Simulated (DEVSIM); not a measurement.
Device: abrupt Si p-n junction, at 300 K.

```csv
layer (left to right),material,thickness (μm),Nd (cm⁻³),Na (cm⁻³),τn (s),τp (s)
1,Si,73.0,-,6.8e16,1.1e-7,1.1e-7
2,Si,1.50,8.4e15,-,1.1e-7,1.1e-7
```

Left contact: ohmic. Right contact: ohmic. Voltage is applied to the left contact. Recombination: SRH at mid-gap, Auger. Mobility is μmin + (μ − μmin)/(1 + (N/Nref)^α).

The device is made up for the run: typed textbook-type constants, with dimensions and the other settings drawn at random. Values at 300 K.

| parameter | Si |
|---|---|
| gap (eV) | 1.124 |
| affinity (eV) | 4.05 |
| permittivity | 11.7 |
| Nc (cm⁻³) | 2.86e19 |
| Nv (cm⁻³) | 3.1e19 |
| μn (cm²/Vs) | 1417 |
| μp (cm²/Vs) | 470 |
| μn,min | 52 |
| μp,min | 45 |
| Nref,n | 9.7e16 |
| Nref,p | 2.2e17 |
| αn | 0.68 |
| αp | 0.72 |
| Cn (cm⁶/s) | 2.8e-31 |
| Cp (cm⁶/s) | 9.9e-32 |

Simulated with DEVSIM: 1D drift-diffusion, Boltzmann statistics, complete ionisation; no tunnelling, impact ionisation, image-force lowering or self-heating.

Q: Give the dark forward current.

A: 
| V (V) | J (A/cm²) |
|---|---|
| 0.05 | 4.3e-8 |
| 0.15 | 5.1e-7 |
| 0.20 | 1.7e-6 |
| 0.30 | 3.2e-5 |
| 0.40 | 0.0011 |
| 0.45 | 0.0073 |
| 0.55 | 0.32 |
| 0.60 | 1.9 |
| 0.70 | 20 |
| 0.80 | 57 |
| 0.85 | 78 |
| 0.95 | 120 |
| 1.05 | 180 |
| 1.10 | 200 |
| 1.20 | 260 |
| 1.25 | 290 |
| 1.35 | 360 |
| 1.45 | 430 |
| 1.50 | 470 |
| 1.60 | 550 |
